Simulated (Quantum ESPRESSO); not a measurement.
# Pressure against volume in fcc Pb (space group 225) (Quantum ESPRESSO, PBE)

```xyz
1
Lattice="0.0000 2.4310 2.4310 2.4310 0.0000 2.4310 2.4310 2.4310 0.0000" Properties=species:S:1:pos:R:3 pbc="T T T"
Pb     0.0000     0.0000     0.0000
```

Computed with PBE, PSlibrary PAW (PBE) pseudopotentials (plane waves; Quantum ESPRESSO). Settings: ecutwfc = 72 Ry; ecutrho = 432 Ry; occupations = smearing; smearing = fd; degauss = 0.0036749 Ry; potentials = {Pb: Pb.pbe-dn-kjpaw_psl.1.0.0.UPF}; K_POINTS = automatic 20 20 20 0 0 0; conv_thr = 1e-10 Ry; mixing_beta = 0.5. The cell above is the first row's. The rows scale it uniformly. In all rows the k mesh is held.

```csv
V (Å^3/atom),P (GPa)
28.733,5.19
29.358,3.86
29.982,2.68
30.607,1.64
31.232,0.71
31.856,-0.12
32.481,-0.86
33.105,-1.52
33.730,?
```

The 8 complete rows are fitted with a cubic, P against V. With u = V - 30.9, the rows have u = -2.1670, -1.5420, -0.9180, -0.2930, 0.3320, 0.9560, 1.5810, 2.2050. Least squares gives P = 1.187 - 1.4915·u + 0.14180·u² - 0.01020·u³. Residuals (row less fit): 0.001, -0.001, -0.004, 0.004, 0.003, -0.002, -0.003, 0.002; standard error 0.004 (degrees of freedom: 4). The fitted pressure is zero at V0 = 31.76, where dP/dV = -1.270, so B0 = -V0·dP/dV = 40.3 GPa.

Q: What does the fit predict for P at V = 33.730, and how far is the calculated value from it?

A: u = 2.8300, so P = 1.187 - 1.4915 × 2.8300 + 0.14180 × 2.8300² - 0.01020 × 2.8300³ = -2.129 GPa. The calculation gives -2.12 GPa, 0.009 GPa above the prediction (0.1 % of the range of P in the table). The row lies outside the fitted rows, so this is an extrapolation. From the scatter of the fitted rows alone, a prediction at this place has a standard error of 0.010 GPa, so the miss is 0.9 times that.

Carrying the step between the two nearest rows on in a straight line would have given -2.18, off by 0.06; series whose last step already gives the withheld value aren't shown. The scan was laid around a cell of about the measured size, scaled by a guess for this functional. Spin-orbit coupling is off. Cutoffs and mesh are single choices, not tested for convergence of this quantity. Series with a scatter that would blur these digits, or in which a gap closes, are not shown.
